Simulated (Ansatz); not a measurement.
Structure of amorphous Si$_{36}$O$_{75}$H$_{6}$ (periodic cell):

```xyz
117
Lattice="12.1260 -0.1406 -0.1023 -0.1406 11.7429 0.1391 -0.1023 0.1391 12.2283" Properties=species:S:1:pos:R:3 pbc="T T T"
Si     5.7100     2.6760    10.5463
Si     7.3992     0.8227     5.6208
Si    10.3431    11.0762     2.4076
Si    11.6364     5.9692     1.1762
Si     4.7185     0.3377     6.7196
Si     3.1764     7.9687    10.7961
Si     1.4409     7.4515     4.3907
Si     9.4070     2.1897     1.5352
Si     2.7552     7.8651     6.8851
Si     9.9569     4.1384    11.3895
Si     2.7260     0.3592     4.2334
Si     3.7747     4.7855    10.5303
Si     7.3943     8.0526     8.7889
Si    10.8375     2.9013     4.1123
Si     0.7632     1.6115     9.2524
Si     4.3117     0.5067     1.6173
Si     5.2532     6.7503     1.6531
Si     2.3609     5.8220     2.1233
Si     6.2252     2.6949     7.5981
Si     1.8308     3.3902     4.1696
Si    10.2497    -0.0475     5.1574
Si     7.0036     7.9073    11.9024
Si    10.0540     4.9427     6.2167
Si    11.8635     4.3061     8.7943
Si     0.7323     7.3311     9.2536
Si    11.6352    11.4836     8.0669
Si     2.9585     2.1568    11.3996
Si     4.8939     9.3509     0.6550
Si     3.0132     5.3565     5.5968
Si     6.6528     2.3019     2.9500
Si    10.7517     6.8411     3.8345
Si    10.3130     8.8903     9.2788
Si     4.7235     9.5209     8.4135
Si     7.1344     5.5066     6.8966
Si     9.7112     8.1922     1.5066
Si     5.8464     5.2002     4.1423
O      6.5920     2.0473    11.7382
O      1.5516     5.9857     5.1020
O      2.2162     7.2278     2.9856
O      3.4997     0.2162     5.6541
O      3.3139     6.3119     6.8767
O      7.4303     2.0878     6.6627
O      2.6225     3.7755     5.5814
O     11.0804     7.4943     0.8984
O      6.1116     6.6073     0.2670
O      4.7447    10.9278     0.9791
O      8.4230     7.7720     0.6213
O     11.9016    11.4112     2.0984
O      3.2575     1.3057     0.6393
O      1.4909     7.9271     7.9198
O     10.3605     3.0198     2.5649
O      8.6108    11.6922     5.9341
O      2.2651     4.3900     2.9331
O      2.8297     3.8098    11.5130
O     10.3334     6.2807     5.3054
O      1.2536    11.1437     4.4625
O      9.8081     2.6091     0.0041
O      4.4221    11.1119     8.1747
O      8.6955     5.0970     7.0817
O      0.7659     3.1665     8.7193
O      3.4270     4.4363     8.9735
O      9.5509     0.5867     1.7637
O      9.8241     9.3616    10.7586
O      7.3144     1.3340     4.0754
O      7.3764     7.5227    10.3519
O      9.8461     9.8042     1.5083
O      6.8529     5.7341     5.3064
O     11.2771     5.6824     2.7744
O      1.2334     0.4364     8.1442
O     11.1987     4.6298     7.3383
O      6.1418     6.1118     2.8429
O      6.0833     3.6347     3.7164
O      6.1542     9.3155    11.9610
O      0.7275     5.6958     9.2707
O      1.5607     7.9420    10.5225
O      9.8925     3.7486     5.1282
O      7.8429     2.6492     1.8595
O      6.1319     4.3064     7.3602
O      9.5601     7.6545     3.0683
O      4.3090     5.4877     4.6119
O      5.4567     1.5532     2.1429
O     11.1300    11.4159     6.5312
O     10.1381    10.6878     4.0089
O      3.4677     8.8263    12.1523
O      4.8480     1.9092     7.1659
O      8.4612     4.6876    11.0676
O      1.6122     1.5517    10.6462
O      4.2806     1.8351    10.4884
O     11.2756     7.5659     9.2506
O      3.9655     8.8493     9.6761
O      5.9649    11.6341     6.0982
O     10.6942     1.3721     4.5597
O      3.8470     5.9243     1.4656
O     10.8154     3.9535     9.9949
O      2.2065     8.4591     5.4297
O     11.2853    10.0150     8.6282
O      5.3239     4.2725    10.7471
O      8.9295     8.5393     8.4644
O     10.9059     4.9837     0.1372
O     -0.0839     7.9747     4.2050
O      3.6562     6.4000    10.8117
O      6.5274     2.4192     9.1605
O      5.0720     8.3630     1.9657
O      6.9184     6.8389     7.8065
O      4.0658     8.7770     7.1238
O     11.3074     0.9001     9.0578
O      2.2389     1.8609     3.8594
O      0.2404     3.5065     4.3972
O      1.1208     5.9041     1.0535
O      6.3327     9.2714     8.5545
O      3.4719    11.6315     3.0938
H      7.0807     2.4826     0.1938
H      2.5156     4.1578     8.7793
H      0.3724    11.2944     2.9414
H      8.3027     5.5457    10.6430
H     10.4037     9.9317    11.2857
H      1.3905    10.3042     4.9416
```

Calculation: PBE, scalar-relativistic without spin-orbit coupling (plane waves to 420 eV, PAW; Ansatz, a first-principles code).

The cell was made by melting and quenching with the CHGNet potential and then relaxed with DFT. O atoms were pushed apart under 1.9 Å during the dynamics, to hinder bonds among them. The hot cell started wider than the set density and was brought back towards it in steps. It is the lowest in DFT energy of 4 quenches. It is a model cell: composition and starting density were chosen by hand, and all elements were melted together. No dispersion term was used. Its density started from a set value of 2.12 and ended at 2.11 g/cm³. The simulated quench (nominally 180 K/ps over its main leg) is rapid and tends to freeze in more defects than a deposited or slowly cooled glass has. Values belong to this one cell and scatter from quench to quench. The volume was held where the preparation left it and the shape relaxed, at a PBE pressure of -0.1 GPa (tension).

Neighbours within Si-Si 2.60 Å, Si-O 1.90 Å, Si-H 1.70 Å, O-O 1.58 Å, O-H 1.22 Å, H-H 0.90 Å count as bonded. Two cations that share two anions don't count as bonded, nor two that share one unless they lie closer than Si-Si 2.38 Å.

Task: Give the coordination numbers, mean bond lengths and angles.

Result: 
| Item | Value |
|---|---|
| Mean coordination of Si by anions | 4.00 (36 with 4) |
| Mean coordination of O | 2.00 (75 with 2) |
| Mean coordination of H | 1.00 (6 with 1) |
| Mean Si-O bond | 1.637 Å (spread 0.016 Å, 144 counted) |
| Mean O-H bond | 0.974 Å (spread 0.005 Å, 6 counted) |
| Bond angle at Si | mean 109.5°, spread 4.7° |
| Bond angle at O | mean 137.2°, spread 17.2° |

Task: List the pairs of like atoms that count as bonded by the rules above.

Result: There are none by these rules.
